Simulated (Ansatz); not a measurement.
# Mg2Sn, response to strain

Start from Mg2Sn (space group Fm-3m, No. 225; a = 6.6638 Å; relaxed with 0.1 eV smearing). Axes: x, y, z lie along the cube axes.

Strains are applied to the cell and any free atomic positions relax; under biaxial strain the out-of-plane vector relaxes too.

Level of theory: LDA in Ansatz (plane waves to 420 eV, PAW, scalar-relativistic without spin-orbit coupling).

Candidates:
(a) biaxial strain +1.67 %, plane normal [111], relaxed out of plane
(b) biaxial strain −1.67 %, plane normal [111], relaxed out of plane
(c) biaxial strain +0.42 %, plane normal [111], relaxed out of plane

Task: Order them by out-of-plane strain, lowest first.

Result: (a) biaxial strain +1.67 %, plane normal [111], relaxed out of plane (-0.86 %), (c) biaxial strain +0.42 %, plane normal [111], relaxed out of plane (-0.23 %), (b) biaxial strain −1.67 %, plane normal [111], relaxed out of plane (+0.92 %)

No phonon test of stability was made.

Ansatz is a first-principles code.
